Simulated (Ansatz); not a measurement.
What biaxial strain +0.84 %, plane normal [001], relaxed out of plane does to InAgTe2

Base system: InAgTe2 in the chalcopyrite structure (space group I-42d, No. 122; a = 6.431 Å, c = 12.767 Å). Axes: x, y, z lie along a, b, c of the conventional cell.

The change: biaxial strain +0.84 %, plane normal [001], relaxed out of plane (Cartesian); in-plane vectors clamped, the third vector and the atoms free.

All numbers come from PBEsol, PAW, 420 eV (Ansatz, an electronic-structure program; no spin-orbit coupling). Settings: 7×7×7 k-points, 0.05 eV Fermi–Dirac smearing.

```csv
quantity,base,changed,shift
volume per atom,33.00 Å³,33.17 Å³,+0.17 Å³
shortest interatomic distance,2.746 Å,2.753 Å,+0.007 Å
energy relative to the base (free energy F),0 meV/atom,+0.6 meV/atom,+0.6 meV/atom
"pressure (mean of the normal stresses, compression positive)",0.0 GPa,-0.2 GPa,-0.2 GPa
band gap,0.08 eV,zero,–
out-of-plane strain (rough),–,-1.16 %,–
mean in-plane stress (compression positive) (rough),–,-0.3 GPa,–
```

Without a gap, meshes like the base's 7×7×7 leave anisotropic stresses uncertain by several tenths of a GPa, and small strain energies with them. Spin-orbit coupling, missing from the scalar runs, can matter with Te. Whether these cells are dynamically stable was not tested. The final runs are not spin-polarised. Gaps under 0.05 eV, about the width of the smearing, are given as zero. A zero or small gap of InAgTe2 can be the functional's error rather than a property of the material.
